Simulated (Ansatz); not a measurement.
SrTiO3, response to strain

Base system: SrTiO$_{3}$ in the cubic perovskite structure (space group Pm-3m, No. 221).

```
SrTiO3
1.0
    3.85418     0.00000     0.00000
    0.00000     3.85418     0.00000
    0.00000     0.00000     3.85418
Sr Ti O
1 1 3
Direct
  0.00000   0.00000   0.00000
  0.50000   0.50000   0.50000
  0.50000   0.00000   0.50000
  0.00000   0.50000   0.50000
  0.50000   0.50000   0.00000
```

Cartesian axes are those of the cell as printed.

Strains are applied to the cell and any free atomic positions relax; under biaxial strain the out-of-plane vector relaxes too.

Level of theory: DFT with LDA, PAW potentials and a 420 eV plane-wave cutoff in Ansatz (an electronic-structure program), spin-orbit coupling left out.

```csv
"biaxial strain, plane normal [001], relaxed out of plane (%)",out-of-plane strain (%)
0,0.00
0.6,-0.34
1.2,?
1.8,-0.99
2.4,-1.29
3,-1.58
```

Question: Fit ε⊥ = −νε + γε² (strains in %) to the rows shown and predict the withheld row.

Answer: Least squares on the printed values gives ν = 0.58 (the biaxial Poisson response) and γ = 0.018 (largest residual 0.00 %); this predicts -0.67 %, and the run gives -0.67 %, in agreement.

Stability against distortions was not tested. All final runs are without spin polarisation. Many cubic perovskites are stable only at high temperature; tilts and polar distortions were not tested.
